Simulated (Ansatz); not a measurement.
The parent structure is Pd in the fcc (Cu type) structure (space group Fm-3m, No. 225; a = 3.841 Å; relaxed with 0.1 eV smearing). Axes: x, y, z lie along the cube axes.

Structures relaxed with LDA (Ansatz, a quantum-chemistry and plane-wave program, PAW, no spin-orbit coupling).

Base:

Simulated powder pattern, Mo Kα, λ = 0.71073 Å (kinematic, ideal powder, no thermal factors, no anomalous dispersion; the 8 strongest lines at most, above 2 %, up to 2θ = 40°):

| 2θ (°) | I/Imax (%) | hkl |
|---|---|---|
| 18.44 | 100 | (111) |
| 21.32 | 49 | (200) |
| 30.34 | 33 | (220) |
| 35.74 | 39 | (311) |
| 37.38 | 11 | (222) |

One thing is altered: biaxial strain −2.08 %, plane normal [111], relaxed out of plane (Cartesian); in-plane vectors clamped, the third vector and the atoms free.

**Question.** How do the reflections move or split?

**Answer.** 
Simulated powder pattern, Mo Kα, λ = 0.71073 Å (kinematic, ideal powder, no thermal factors, no anomalous dispersion; the 8 strongest lines at most, above 2 %, up to 2θ = 40°):

| 2θ (°) | I/Imax (%) | hkl |
|---|---|---|
| 18.07 | 37 | (111) |
| 18.75 | 100 | (1 1 -1) |
| 21.49 | 67 | (200) |
| 30.15 | 24 | (220) |
| 31.00 | 22 | (2 0 -2) |
| 35.38 | 14 | (311) |
| 36.11 | 26 | (3 1 -1) |
| 36.48 | 13 | (1 1 -3) |

The indices refer to the base's conventional cell; one index is shown for lines that coincide. The space group is now R-3m (No. 166).

Whether these cells are dynamically stable was not tested. All final runs are without spin polarisation.
